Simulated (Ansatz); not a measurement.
Base system: PtGe (space group Pnma, No. 62; a = 5.8187 Å, b = 3.7571 Å, c = 6.1752 Å).

The values are results of plane-wave PAW DFT at the PBE level (Ansatz, a program for electronic structure, 420 eV), without spin-orbit coupling, not measurements.

One change was made to it. Results:

```json
[
 {"quantity": "shortest interatomic distance", "base": "2.508 Å", "after": "2.490 Å"},
 {"quantity": "density", "base": "13.17 g/cm³", "after": "13.91 g/cm³"},
 {"quantity": "band gap", "base": "zero", "after": "zero"}
]
```

### Question
Name the change that was made.
(A) pressure 18 GPa
(B) pressure 9 GPa
(C) pressure 4.2 GPa

### Answer
B, pressure 9 GPa. For comparison, the shortest interatomic distance in the other runs: pressure 4.2 GPa gives 2.499 Å; pressure 18 GPa gives 2.473 Å.

Load acts through the strain it causes; cell and atoms are relaxed under it. Stability against distortions was not tested. No other phases were tried under pressure. All final runs are without spin polarisation.
